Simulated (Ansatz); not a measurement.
Input and output of a relaxation of the atoms for LuF3 (P3m1, 4 atoms in the cell) (Ansatz, a quantum-chemistry and plane-wave program).

Method of the run: LDA (PW92), default PAW files made with PBE (plane waves; Ansatz).

The change in words: one atom moved by 0.15 angstrom; relax: default → atoms; relax.f_tol: default → 0.02 eV/Å. Reference geometry:
```
CELL_PARAMETERS angstrom
      3.82734     0.00000     0.00000
     -1.91367     3.31457     0.00000
      0.00000     0.00000     4.21981
ATOMIC_POSITIONS crystal
  Lu 0.00000 0.00000 0.50000
  F  0.33333 0.66667 0.60999
  F  0.66667 0.33333 0.39001
  F  0.00000 0.00000 0.00000
```

Reference input (self-consistent single point, DFT, LDA (PW92), plane waves, default PAW files made with PBE): basis.ecutwfc = 420 eV; kpoints.mp_grid.grid = 8 8 6; hamiltonian.xc = lda; hamiltonian.pseudopotentials = {kind: paw} (the program's default PAW files); scf.occupations.method = fixed. This run's input differs from it in these lines:

```diff
@@ -6,3 +6,3 @@
   atoms:
-    - { symbol: Lu, position: [0.00000000, 0.00000000, 0.50000000] }
+    - { symbol: Lu, position: [0.00000000, 0.00000000, 0.53554700] }
     - { symbol: F, position: [0.33333300, 0.66666700, 0.60999000] }
@@ -19,2 +19,4 @@
   occupations: { method: fixed }
+relax:
+  f_tol: 0.02
 output:
```

Output (repeated stretches shortened):

```
   [... SCF lines of the steps left out ...]
relax step   1: F+E_penalty+E_count = -16881.90174447 eV  Δ(F+E_penalty+E_count) = +0.000e0 eV  max|allowed force component| = 2.264e0 eV/Å  Δτ_max = 0.0000 Å  (7 SCF iters, dr2 threshold 1.00e-5 eV, accepted)
relax step   2: F+E_penalty+E_count = -16882.00978692 eV  Δ(F+E_penalty+E_count) = -1.080e-1 eV  max|allowed force component| = 1.172e0 eV/Å  Δτ_max = 0.0595 Å  (7 SCF iters, dr2 threshold 1.00e-4 eV, accepted)
relax step   3: F+E_penalty+E_count = -16882.06087675 eV  Δ(F+E_penalty+E_count) = -5.109e-2 eV  max|allowed force component| = 1.907e-2 eV/Å  Δτ_max = 0.0514 Å  (7 SCF iters, dr2 threshold 8.59e-5 eV, accepted)
relax step   4: F+E_penalty+E_count = -16882.06088174 eV  Δ(F+E_penalty+E_count) = -4.992e-6 eV  max|allowed force component| = 2.068e-2 eV/Å  Δτ_max = 0.0000 Å  (5 SCF iters, accepted)
relax step   5: F+E_penalty+E_count = -16882.06093408 eV  Δ(F+E_penalty+E_count) = -5.234e-5 eV  max|allowed force component| = 1.475e-2 eV/Å  Δτ_max = 0.0047 Å  (5 SCF iters, accepted)
the relaxation is at rest under the 6 symmetry operations that the run kept from its start: a minimum is not shown …
Stability not checked: this state was not tested for a lower state beside it, because too few of the mixer's solves of this state at the end of the SCF gave a …
Free energy (F): -16882.060934 eV
Internal energy: -16882.060934 eV  (E = F + TS)
E sigma→0 (E₀):  -16882.060934 eV
Fermi energy:    5.722482 eV
--- Forces (eV/Å), atoms counted from 1 ---
  atom   1  Lu    -0.00000000    -0.00000000    -0.01477432
  atom   2  F      0.00000000     0.00000000     0.00925206
   [... lines left out ...]
  atoms:
    - { symbol: Lu, position: [-4.344826221762082e-18, -1.2413789205034523e-18, 0.5091988733852273] }
    - { symbol: F, position: [0.33333333333333326, 0.6666666666666665, 0.6152852164528317] }
    - { symbol: F, position: [0.6666666666666666, 0.33333333333333326, 0.40202590897682966] }
    - { symbol: F, position: [1.4902084041585013e-18, 4.2577382975957244e-19, 0.009037001185111292] }
```

The run converged. 

Summary of the result:
| Item | Value |
|---|---|
| Free energy E − TS (on the zero of these files) | -16882.0609 eV |
| Top of the valence band (on the code's own zero) | 5.72 eV |
| Gap on the k-point mesh | 6.44 eV |
| Pressure | -1.57 GPa |
| Largest force (vector length) | 0.015 eV/Å |
| Relaxation steps | 5 |

The starting cell comes from a database of computed structures (which also holds hypothetical and non-ambient phases and stackings), without a prior relaxation at this level. Its lattice was rescaled by up to half a per cent. For this run, on top of that: one atom moved by 0.15 angstrom. Spin-orbit coupling is off. The relaxation keeps the symmetry of its start, so its end need not be a minimum. Ansatz's pressure includes its estimate of the finite-basis (Pulay) stress. Without the estimate this run gives -2.56 GPa.

Cost on one core of a shared machine: roughly 50 s.

Keys are those of Ansatz 0.2.
